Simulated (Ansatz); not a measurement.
Al2Cu (I4/mcm, No. 140) was calculated with r²SCAN+rVV10 in Ansatz (PAW).

Numerical settings: plane-wave cutoff 560 eV, 14×14×14 k mesh, Fermi–Dirac smearing 0.05 eV, no spin polarisation, scalar-relativistic PAW data made under PBE.

Computed points:

| V (Å³/atom) | E − E_lowest (meV/atom) |
|---|---|
| 13.739 | 8.98 |
| 14.025 | 2.17 |
| 14.312 | 0.00 |
| 14.598 | 1.99 |
| 14.884 | 7.70 |

Q: Estimate the bulk modulus and its pressure derivative from these points.

A: V0 = 14.312 Å³/atom, B0 = 116 GPa, B′ = 4.6 (fit to the energies at full precision).

Shape and atoms are relaxed at each volume.

Note: the bulk modulus comes from volumes at which shape and atoms were relaxed.

It cost roughly 30 core-minutes of CPU time.

Ansatz is an electronic-structure program.
